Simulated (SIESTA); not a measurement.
**Variants of one calculation on YAl2Ni (Cmcm, 8 atoms in the cell)**

```cif
data_Al4Ni2Y2
_chemical_formula_sum 'Y2 Al4 Ni2'
_space_group_name_H-M_alt 'P 1'
_space_group_IT_number 1
_cell_length_a 5.52444
_cell_length_b 5.52444
_cell_length_c 6.85028
_cell_angle_alpha 90.000
_cell_angle_beta 90.000
_cell_angle_gamma 137.345
loop_
_space_group_symop_operation_xyz
  'x, y, z'
loop_
_atom_site_label
_atom_site_type_symbol
_atom_site_fract_x
_atom_site_fract_y
_atom_site_fract_z
_atom_site_occupancy
Y1 Y 0.05921 0.94079 0.25000 1
Y2 Y 0.94079 0.05921 0.75000 1
Al1 Al 0.66186 0.33814 0.94432 1
Al2 Al 0.33814 0.66186 0.05568 1
Al3 Al 0.33814 0.66186 0.44432 1
Al4 Al 0.66186 0.33814 0.55568 1
Ni1 Ni 0.78376 0.21624 0.25000 1
Ni2 Ni 0.21624 0.78376 0.75000 1
```

Base run A: LDA PW92, numerical atomic orbitals DZP, PseudoDojo LDA standard norm-conserving potentials (rewritten from UPF to PSML) (SIESTA), self-consistent single point.

Its settings: XC.functional = LDA; XC.authors = PW92; potentials = PseudoDojo LDA standard; PAO.BasisSize = DZP; PAO.EnergyShift = 0.005 Ry; MeshCutoff = 300 Ry; kgrid.MonkhorstPack = 6 6 4; OccupationFunction = MP; OccupationMPOrder = 1; ElectronicTemperature = 100 meV; MaxSCFIterations = 150; SCF.Mixer.Method = Pulay; SCF.Mixer.Weight = 0.2; SCF.Mixer.History = 6; SCF.DM.Tolerance = 1.0E-05.

The starting cell comes from a database of computed structures (which also holds hypothetical and non-ambient phases and stackings), without a prior relaxation at this level. Spin polarisation is off. Values carry the incompleteness of an atom-centred basis. In the base run, with a pressure of about -5 GPa the cell is away from its equilibrium volume at this level.

ΔF is the free energy per atom less that of run A. 

Runs:
- B: kgrid.MonkhorstPack: 6 6 4 → 4 4 3
- C: kgrid.MonkhorstPack: 6 6 4 → 5 5 3; ElectronicTemperature: 100 meV → 300 meV
- D: MeshCutoff: 300 Ry → 180 Ry
- E: SCF.DM.Tolerance: 1.0E-05 → 1.0E-03
- F: MaxSCFIterations: 150 → 300; SCF.Mixer.Weight: 0.2 → 0.1
- G: PAO.BasisType: default → splitgauss
- H: PAO.EnergyShift: 0.005 Ry → 0.05 Ry

| run | ΔF (meV/atom) | pressure (GPa) | largest force (eV/Å) | k-points |
|---|---|---|---|---|
| A | 0.00 | -5.02 | 0.132 | 89 |
| B | 7.1 | -5.02 | 0.074 | 28 |
| C | 7.6 | -5.01 | 0.146 | 38 |
| D | 0.00 | -5.04 | 0.132 | 89 |
| E | 0.00 | -5.02 | 0.132 | 89 |
| F | 0.00 | -5.02 | 0.132 | 89 |
| G | 66.4 | -5.66 | 0.073 | 89 |
| H | 2121.8 | -15.55 | 0.551 | 89 |

Run B against A: The free energy goes up by 7.1 meV/atom, the pressure stays near -5.02 GPa while the zz stress (positive for compression) goes from -5.08 to -4.48 GPa and the largest force goes from 0.132 to 0.074 eV/Å.

Run C against A: The free energy goes up by 7.6 meV/atom, the pressure stays near -5.01 GPa while the yy stress (positive for compression) goes from -4.93 to -4.62 GPa and the largest force goes from 0.132 to 0.146 eV/Å.

Run E against A: The free energy stays essentially unchanged (within 1 meV/atom), the pressure stays at -5.02 GPa and the largest force stays at 0.132 eV/Å.
